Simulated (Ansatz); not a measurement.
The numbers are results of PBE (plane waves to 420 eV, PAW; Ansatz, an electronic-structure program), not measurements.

Plane-averaged electrostatic potential energy along the normal, in eV from the Fermi level, for Sn on the 1x1 (111) surface of fcc Cu, one in a 3x3 cell, started at the site 'hollow Cu-Cu-Cu over Cu at depth 2.1 Å':

```tsv
z (Å)	V (eV)
5.38	4.75
5.67	4.75
5.95	4.75
6.23	4.75
6.52	4.74
6.80	4.72
7.08	4.69
7.37	4.63
7.65	4.50
7.93	4.23
8.22	3.68
8.50	2.52
8.78	-0.18
9.07	-7.05
9.35	-14.35
9.63	-17.12
9.92	-14.69
10.20	-7.72
10.48	-1.25
10.77	-0.32
11.05	-4.93
11.33	-12.63
11.62	-16.95
11.90	-16.13
12.18	-10.33
12.47	-2.81
12.75	-0.05
13.03	-2.79
13.32	-10.29
13.60	-16.09
13.88	-16.92
14.17	-12.61
14.45	-4.91
14.73	-0.27
15.02	-1.09
15.30	-7.41
15.58	-14.51
15.87	-17.16
16.15	-14.62
16.43	-7.50
16.72	-0.64
17.00	1.70
17.28	2.14
17.57	2.50
17.85	2.98
18.13	3.00
18.42	2.70
18.70	2.84
18.98	3.51
19.27	3.96
19.55	4.17
19.83	4.27
20.12	4.32
20.40	4.35
20.68	4.36
20.97	4.36
21.25	4.37
21.53	4.37
21.82	4.37
22.10	4.37
22.38	4.37
```

Set-up: 37 atoms, 6.2 Å thick at the start under the adsorbate (thin: gaps and levels are the slab's own); mesh 4x4x1; 0.1 eV smearing; dipole correction on; 18 atoms held, the rest relaxed; held to the start's symmetry, so lower structures may exist; spin-polarised, no spin-orbit, no U, no dispersion correction. The starting moment vanished. At the end it is bonded to 3 Cu. In PBE it is, or lies within 0.03 eV of, the lowest of the starts that converged.

Q: The surface cell has an area of 51.35 Å². What dipole along the normal does the step between the two vacuum levels imply?

A: the top vacuum level lies 0.38 eV below the bottom one; p = −ε₀ A ΔV (ε₀ = 0.005526 e/(V·Å)) gives 0.11 e·Å a cell.
